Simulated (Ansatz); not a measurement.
Checking a run of Ansatz (a first-principles code) on Nb (P6/mmm, 3 atoms in the cell). The aim is a self-consistent single point with DFT, PBE, plane waves, default PAW files.

Cell that was meant: a = 4.6619 Å, b = 4.6619 Å, c = 2.8354 Å, α = 90.00°, β = 90.00°, γ = 120.00°.

Part of the input:

Ansatz 0.2 input:
```yaml
    - { symbol: Nb, position: [0.333333, 0.666667, 0.500000] }
    - { symbol: Nb, position: [0.666667, 0.333333, 0.500000] }
basis:
  ecutwfc: 50
kpoints:
  mp_grid: { grid: [7, 7, 9] }
hamiltonian:
```

Output (repeated stretches shortened):

```
   [... lines left out ...]
Symmetry: 24 space group operations
Space group: P6/mmm (ITA 191), of the structure as read, at distance tolerance 3.8e-5 Å
k-points: 40 of 441
Initial density: superposition of atomic densities (neutral atoms: chi_scale 0, normalization atom), corrected by the library's trained network
Initial wavefunctions: pseudopotential atomic-orbital guess
Eigensolver: davidson
Functional: x = pbe(κ = 0.804, μ = 0.2195149727645171), c = pbe(β = 0.06672455060314922)
SCF iter   1: F=—  HF=-13233.533934 eV  |F-HF|=—  |Δ(HF+E_count)|=         —  Δρ=7.75e-1  dr2=3.22e2  ethr=1.77e-3  ⟨swp⟩=1.0  Hψ=1720  notcnv=0
all-band conjugate gradients solve this SCF's bands
preconditioner: auto → none
SCF iter   2: F=—  HF=-13045.557085 eV  |F-HF|=—  |Δ(HF+E_count)|=    1.88e2  S|Δr|=    0.00e0  Δρ=3.73e-1  dr2=7.08e1  ethr=1.77e-3  ⟨swp⟩=2.8  Hψ=2452  notcnv=0  defer=11
   [... lines left out ...]
SCF iter   7: F=—  HF=-12991.068898 eV  |F-HF|=—  |Δ(HF+E_count)|=   4.40e-4  S|Δr|=    0.00e0  Δρ=2.68e-4  dr2=7.06e-5  ethr=4.16e-6  ⟨swp⟩=1.9  Hψ=1162  notcnv=0  defer=6
SCF iter   8: F=—  HF=-12991.080760 eV  |F-HF|=—  |Δ(HF+E_count)|=   1.19e-2  S|Δr|=    0.00e0  Δρ=2.90e-5  dr2=6.10e-7  ethr=1.81e-7  ⟨swp⟩=2.0  Hψ=1209  notcnv=0  defer=6
SCF iter   9: F=-12991.080760 eV  HF=-12991.080760 eV  |F-HF|=7.56e-9  |Δ(HF+E_count)|=   1.92e-7  S|Δr|=    0.00e0  Δρ=4.43e-6  dr2=1.13e-8  ethr=2.56e-10  ⟨swp⟩=5.5  Hψ=3411  notcnv=0
SCF 1 converged in 9 iterations: F = -12991.080760 eV  dr2 = 1.13e-8
Stability not checked (fill_not_monotonic)
Free energy (F): -12991.080760 eV
Internal energy: -12991.078532 eV  (E = F + TS)
E sigma→0 (E₀):  -12991.080203 eV
Entropy (-TS):   -0.002228 eV (-0.743 meV/atom)
Fermi energy:    27.814938 eV
--- Forces (eV/Å), atoms counted from 1 ---
  atom   1  Nb     0.00000000    -0.00000000     0.00000000
   [... zero for the other atoms too ...]
--- Stress (GPa, compression-positive) ---
    -1993.284398       0.000000       0.000000
        0.000000   -1993.284398       0.000000
        0.000000       0.000000   -2040.284403
  P = ⅓ Tr σ = -2008.9511 GPa (-20089.511 kbar)
  The stress holds no Pulay correction (an occupied level lies too near the plane-wave cutoff): it is that at fixed plane waves, as pw.x and ABINIT print it
```

### Question
Can these results be used? Check the input.

### Answer
The run is not sound. The fault is this: a cutoff meant in Ry typed as a bare number, read as eV. A bare number is read in the key's own unit, and eV, Ry (13.6 eV) and Ha (27.2 eV) lie far apart, so the setting ends up far from the one that was meant. To fix it, convert the value to the unit that the key expects. The run converged in 9 iterations without an error; against the sound input the free energy goes up by 222 eV/atom and the pressure goes from 6.83 to -2009 GPa.

An input that runs soundly differs in these lines (not the only fix; some lines may just follow from the change or write a value another way):
```diff
-  ecutwfc: 50
+  ecutwfc: 30.9 Ry
```

With that input, the run converged in 7 iterations: free energy E − TS (on the zero of these files) -13655.9184 eV; Fermi level (on the code's own zero) 18.47 eV; pressure 6.83 GPa (DFT, PBE, plane waves, default PAW files).

On the sound input: the starting cell was generated: these elements placed on a structure prototype, without a prior relaxation; it need not be a known phase or ordering of this composition. Spin polarisation is off. With a pressure of about 7 GPa the cell is away from its equilibrium volume at this level. Ansatz's pressure includes its estimate of the finite-basis (Pulay) stress.
